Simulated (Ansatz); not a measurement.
The parent structure is SrO in the rock salt structure (space group Fm-3m, No. 225; a = 5.122 Å). Axes: x, y, z lie along the cube axes.

Calculations: DFT with PBEsol, PAW potentials and a 420 eV plane-wave cutoff in Ansatz (a program for electronic structure), no spin-orbit coupling.

Strains are applied to the cell and any free atomic positions relax; under biaxial strain the out-of-plane vector relaxes too.

One change was made to it. Results:

| quantity | base | after |
|---|---|---|
| band gap | 3.20 eV | 3.08 eV |
| valence-band top at Γ (three highest levels, from the VBM) | 0.00, 0.00, 0.00 eV | 0.00, 0.00, -0.16 eV |

Q: Which change produced these results?
(A) biaxial strain +3.00 %, plane normal [001], relaxed out of plane
(B) biaxial strain −1.50 %, plane normal [001], relaxed out of plane
(C) biaxial strain −2.50 %, plane normal [001], relaxed out of plane

A: C, biaxial strain −2.50 %, plane normal [001], relaxed out of plane. For comparison, the band gap in the other runs: biaxial strain −1.50 %, plane normal [001], relaxed out of plane gives 3.12 eV; biaxial strain +3.00 %, plane normal [001], relaxed out of plane gives 3.01 eV.

Whether these cells are dynamically stable was not tested.
